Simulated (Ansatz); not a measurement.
# How the lattice parameter a of ZnS (model structure, started from the h-BN type, P6₃/mmc, No. 194, 4 atoms in the cell) moves with the method

No measured value is used here.

| level (code) | value (Å) |
|---|---|
| PBE (Ansatz) | ___ |
| PBEsol (Ansatz) | 3.945 |
| PBE-D3(BJ) (Ansatz) | 3.959 |

**Question.** Fill in the missing entries.

**Answer.** 
- PBE (Ansatz, a quantum-chemistry and plane-wave program), value (Å): 3.974

Ansatz's density-functional and Hartree–Fock values are scalar-relativistic unless marked +SOC, with PAW data made under PBE.

A model structure was made by putting elements into a prototype or built by hand; it is no filed structure, need not be a known phase, and can be a saddle point held by its symmetry.
